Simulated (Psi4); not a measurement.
Psi4 1.11, M06-2X/def2-svp: [SiH3]N[Si@]1([SiH3])C[C@@H]([SiH3])C1, 23 atoms. The geometry is a generated start, not checked to be a minimum at this level.

- task: gradient
- method: m06-2x
- basis: def2-svp
- memory: 7 GB
- scf_type: df (default)
- guess: auto, which took SAD (default)
- diis_max_vecs: 10 (default)
- scf_initial_accelerator: adiis (default)
- e_convergence: 1e-08 (default)
- d_convergence: 1e-08 (default)
- basis functions (reference run): 203
- grid points (reference run): 4088260

```xyz
23

Si    -2.9934    -1.1337    -0.2914
N     -1.5235    -1.3017     0.5300
Si    -0.5718     0.0977     0.4836
Si    -1.2752     2.0306     1.4963
C      0.3879     0.3580    -1.1304
C      1.4727    -0.6422    -0.5904
Si     3.2766    -0.2738    -1.2245
C      1.2447    -0.2950     0.9246
H     -2.7530    -0.7024    -1.6866
H     -3.8090    -0.1434     0.4451
H     -3.6686    -2.4467    -0.2458
H     -1.7024    -1.6045     1.4827
H     -0.2091     3.0659     1.4563
H     -2.4813     2.5595     0.8055
H     -1.6292     1.7576     2.9151
H     -0.1230     0.0351    -2.0415
H      0.7160     1.3955    -1.2548
H      1.2511    -1.6928    -0.8316
H      3.3550    -0.4884    -2.6916
H      3.6310     1.1375    -0.9250
H      4.2483    -1.1682    -0.5460
H      1.7785     0.5837     1.3009
H      1.3779    -1.1284     1.6195
```

The reference run has dft_radial_points = 200, dft_spherical_points = 974, dft_pruning_scheme = none (default); it is not itself proven converged. Single runs; times are not shown.

Settings tried, all else as in the reference:
- dft_radial_points = 50, dft_spherical_points = 194
- dft_radial_points = 99, dft_spherical_points = 590, dft_pruning_scheme = robust
- dft_radial_points = 99, dft_spherical_points = 590
- dft_radial_points = 150, dft_spherical_points = 770
- dft_radial_points = 99, dft_spherical_points = 590, dft_pruning_scheme = treutler
- dft_radial_points = 75 (default), dft_spherical_points = 302 (default), dft_pruning_scheme = treutler
- dft_radial_points = 25, dft_spherical_points = 50
- dft_radial_points = 75 (default), dft_spherical_points = 434
- dft_radial_points = 75 (default), dft_spherical_points = 302 (default), dft_pruning_scheme = robust
- dft_radial_points = 75 (default), dft_spherical_points = 302 (default)
- dft_radial_points = 35, dft_spherical_points = 110

Task: Sort the settings: which keep to the reference within 1.0 meV/atom in energy, 10 meV/Å in forces (largest component), and which don't?

Result: Within it: dft_radial_points = 150, dft_spherical_points = 770; dft_radial_points = 99, dft_spherical_points = 590, dft_pruning_scheme = robust; dft_radial_points = 99, dft_spherical_points = 590; dft_radial_points = 75 (default), dft_spherical_points = 434. Outside: dft_radial_points = 75 (default), dft_spherical_points = 302 (default), dft_pruning_scheme = robust; dft_radial_points = 75 (default), dft_spherical_points = 302 (default); dft_radial_points = 75 (default), dft_spherical_points = 302 (default), dft_pruning_scheme = treutler; dft_radial_points = 99, dft_spherical_points = 590, dft_pruning_scheme = treutler; dft_radial_points = 50, dft_spherical_points = 194; dft_radial_points = 35, dft_spherical_points = 110; dft_radial_points = 25, dft_spherical_points = 50.

```json
[
 {"setting": "the reference", "grid points": "4088260", "energy against the reference": "—", "difference in forces (largest component)": "—"},
 {"setting": "dft_radial_points = 150, dft_spherical_points = 770", "grid points": "2440093", "energy against the reference": "+0.0011 meV/atom", "difference in forces (largest component)": "0.95 meV/Å"},
 {"setting": "dft_radial_points = 99, dft_spherical_points = 590, dft_pruning_scheme = robust", "grid points": "859002", "energy against the reference": "+0.012 meV/atom", "difference in forces (largest component)": "5.8 meV/Å"},
 {"setting": "dft_radial_points = 99, dft_spherical_points = 590", "grid points": "1238184", "energy against the reference": "+0.012 meV/atom", "difference in forces (largest component)": "5.8 meV/Å"},
 {"setting": "dft_radial_points = 75 (default), dft_spherical_points = 434", "grid points": "693998", "energy against the reference": "+0.094 meV/atom", "difference in forces (largest component)": "7.1 meV/Å"},
 {"setting": "dft_radial_points = 75 (default), dft_spherical_points = 302 (default), dft_pruning_scheme = robust", "grid points": "328286", "energy against the reference": "−0.075 meV/atom", "difference in forces (largest component)": "13 meV/Å"},
 {"setting": "dft_radial_points = 75 (default), dft_spherical_points = 302 (default)", "grid points": "483190", "energy against the reference": "−0.078 meV/atom", "difference in forces (largest component)": "15 meV/Å"},
 {"setting": "dft_radial_points = 75 (default), dft_spherical_points = 302 (default), dft_pruning_scheme = treutler", "grid points": "261494", "energy against the reference": "+0.071 meV/atom", "difference in forces (largest component)": "41 meV/Å"},
 {"setting": "dft_radial_points = 99, dft_spherical_points = 590, dft_pruning_scheme = treutler", "grid points": "633234", "energy against the reference": "+0.17 meV/atom", "difference in forces (largest component)": "43 meV/Å"},
 {"setting": "dft_radial_points = 50, dft_spherical_points = 194", "grid points": "210534", "energy against the reference": "+0.47 meV/atom", "difference in forces (largest component)": "46 meV/Å"},
 {"setting": "dft_radial_points = 35, dft_spherical_points = 110", "grid points": "83917", "energy against the reference": "+60 meV/atom", "difference in forces (largest component)": "330 meV/Å"},
 {"setting": "dft_radial_points = 25, dft_spherical_points = 50", "grid points": "27394", "energy against the reference": "−400 meV/atom", "difference in forces (largest component)": "1000 meV/Å"}
]
```

Total energies are compared; such shifts often cancel in part in energy differences. The gradients leave out the derivatives of the grid weights. The tolerance is a choice made for this comparison.
